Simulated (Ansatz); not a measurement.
## InP with two functionals, x(Ga) = 0.667, 6 atoms, I-4m2

Take InP in the zinc blende structure (space group F-43m, No. 216; a = 5.960 Å) as the base.

(Cell as relaxed with PBE.)

Levels (all Ansatz, a program for electronic structure, PAW): PBE (420 eV, scalar-relativistic without spin-orbit coupling); r2SCAN (500 eV, no spin-orbit coupling).

Each level relaxes its own structure.

```
base                      PBE    r2SCAN
-------------------  --------  --------
volume per atom      26.46 Å³  25.76 Å³
lattice parameter a   5.960 Å   5.907 Å
band gap              0.44 eV   1.03 eV
```

Modification: a fraction x = 0.667 of the In sites is given to Ga, ordered in a cell of 6 atoms (starting symmetry I-4m2) and fully relaxed.

```json
[
 {"quantity": "shortest interatomic distance", "PBE": "2.401 Å", "r2SCAN": "(withheld)"},
 {"quantity": "shift of the gap caused by the change", "PBE": "+0.54 eV", "r2SCAN": "(withheld)"},
 {"quantity": "electron mass", "PBE": "0.086 mₑ along c, 0.075 mₑ across (at Γ)", "r2SCAN": "(withheld)"}
]
```

Problem. Given the PBE results, estimate those of r2SCAN.

Solution. 
- shortest interatomic distance, r2SCAN: 2.376 Å
- shift of the gap caused by the change, r2SCAN: +0.59 eV
- electron mass, r2SCAN: 0.16 mₑ along c, 0.12 mₑ across (at Γ)

PBE's shortest interatomic distance lies 0.0244 Å above r2SCAN's (1.0 %); PBE's shift of the gap caused by the change lies 0.05 eV below r2SCAN's. Neither level is exact; r2SCAN is the comparison here, not a measurement.

These are small ordered cells, not random alloys; other orderings at the same x differ. Masses are band curvatures over ±0.01 Å⁻¹ around the edge. No phonon test of stability was made.
